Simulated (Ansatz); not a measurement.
Data:

```xyz
5
Lattice="3.6664 0.0000 0.0000 -1.8332 3.1752 0.0000 0.0000 0.0000 6.3705" Properties=species:S:1:pos:R:3 pbc="T T T"
N      0.0000     2.1168     1.4084
N      1.8332     1.0584     4.9621
Cd     0.0000     0.0000     0.0000
Cd     0.0000     2.1168     4.1877
Cd     1.8332     1.0584     2.1828
```

No spin polarisation.

A single point on hypothetical P-3m1 Cd3N2, its geometry relaxed with PBEsol.

Computed with plane-wave PAW DFT at the r2SCAN level (Ansatz, a quantum-chemistry and plane-wave program, 500 eV), without spin-orbit coupling. Settings: 15×15×8 k-points, 0.05 eV Fermi–Dirac smearing.

Problem. Predict the pressure and band gap.

Solution. The pressure is 2.2 GPa and the band gap comes out as zero.

Single points use the geometry relaxed with PBEsol. Whether these cells are dynamically stable was not tested. All final runs are without spin polarisation. The cell is Cd$_{3}$N$_{2}$ (space group P-3m1, No. 164; a hypothetical phase, not in the database extracts checked). The zero or small gap of Cd3N2 can change with the level of theory.
